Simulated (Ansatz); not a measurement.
Several settings converged on NbTc (Cmm2, 2 atoms in the cell)

```
CELL_PARAMETERS angstrom
      1.60130    -2.30988     0.00000
      1.60130     2.30988     0.00000
      0.00000     0.00000     4.43654
ATOMIC_POSITIONS crystal
  Nb 0.00000 0.00000 0.01127
  Tc 0.50000 0.50000 0.50000
```

Base method: LDA (PW92), default PAW files made with PBE (plane waves; Ansatz, a quantum-chemistry and plane-wave program).

Base settings: basis.ecutwfc = 36.7 Ry; kpoints.mp_grid.grid = 12 12 8; hamiltonian.xc = lda; hamiltonian.pseudopotentials = {kind: paw} (the program's default PAW files); scf.occupations.method = gaussian; scf.occupations.width = 0.0073 Ry.

The count of work is k-points × plane waves × bands × iterations; it is no time. 

**The width of Fermi-Dirac smearing**

In this ladder: kpoints.mp_grid.grid = 20 20 13; scf.occupations.method = fermi_dirac.

Narrow widths need finer meshes than wide ones, so the last steps can hold mesh noise.

Only quantities that move along the ladder and can be compared are tabulated; pressure and forces are left out, as mesh noise rules them at narrow widths.

```tsv
scf.occupations.width	free energy less the last step's (meV/atom)	energy extrapolated to zero width less the last step's (meV/atom)
0.0735 Ry	-1652.92	67.40
0.0367 Ry	-370.56	31.27
0.022 Ry	-121.00	8.45
0.0147 Ry	-49.68	2.81
0.0073 Ry	-9.18	0.38
0.0037 Ry	0.00	0.00
```

Widest scf.occupations.width that holds the energy extrapolated to zero width within 1 meV/atom of the last step, with all finer ones: 0.0073 Ry; the step before is off by 2.8 meV/atom.

Widest scf.occupations.width that holds the free energy within 5 meV/atom: not settled: the last two steps still differ by 9.2 meV/atom, over half the tolerance, so the ladder does not show it.

The extrapolation to zero width removes most of the smearing's effect on the energy.

**The width of Methfessel-Paxton smearing**

In this ladder: kpoints.mp_grid.grid = 20 20 13; scf.occupations.method = methfessel_paxton.

Narrow widths need finer meshes than wide ones, so the last steps can hold mesh noise.

Only quantities that move along the ladder and can be compared are tabulated; pressure and forces are left out, as mesh noise rules them at narrow widths.

| scf.occupations.width | free energy less the last step's (meV/atom) |
|---|---|
| 0.0735 Ry | 18.01 |
| 0.0367 Ry | 2.96 |
| 0.022 Ry | 0.67 |
| 0.0147 Ry | 0.16 |
| 0.0073 Ry | -0.02 |
| 0.0037 Ry | 0.00 |

Widest scf.occupations.width that holds the free energy within 0.5 meV/atom of the last step, with all finer ones: 0.0147 Ry; the step before is off by 0.67 meV/atom.

**The mesh under tetrahedron occupations**

In this ladder: scf.occupations.method = tetrahedron; scf.occupations.width = default.

Only quantities that move along the ladder and can be compared are tabulated.

| kpoints.mp_grid.grid | free energy less the last step's (meV/atom) | pressure (GPa) | count of work / last |
|---|---|---|---|
| 5 5 3 | 10.05 | -14.18 | 0.0084 |
| 6 6 4 | 12.32 | -13.94 | 0.019 |
| 8 8 5 | -0.99 | -14.61 | 0.031 |
| 10 10 6 | 2.96 | -14.63 | 0.061 |
| 12 12 7 | 1.78 | -14.71 | 0.085 |
| 15 15 9 | 0.96 | -14.77 | 0.16 |
| 19 19 11 | 0.35 | -14.83 | 0.30 |
| 23 23 14 | 0.07 | -14.87 | 0.57 |
| 29 29 17 | 0.00 | -14.88 | 1.0 |

Coarsest kpoints.mp_grid.grid that holds the free energy within 2 meV/atom of the last step, with all finer ones: 12 12 7, at 0.085 of the last step's count of work; the step before is off by 3.0 meV/atom.

Coarsest kpoints.mp_grid.grid that holds the pressure within 0.05 GPa of the last step, with all finer ones: 23 23 14; the step before is off by 0.06 GPa.

Two neighbours can agree and both be off: 8 8 5 and 10 10 6 differ by 0.01 GPa in the pressure, yet lie about 0.26 GPa from the last step.

On the base run: the starting cell comes from a database of computed structures (which also holds hypothetical and non-ambient phases and stackings), without a prior relaxation at this level. Its lattice was rescaled by up to half a per cent. One atom was moved a little off its site on purpose. Spin polarisation is off. In the base run, with a pressure of about -15 GPa the cell is away from its equilibrium volume at this level. Ansatz's pressure includes its estimate of the finite-basis (Pulay) stress. The cutoff lies below the one recommended for these files.

Left out of this page: 4 runs of the series outside the window shown, repeating another row's setting, or not comparable.

Keys are those of Ansatz 0.2.
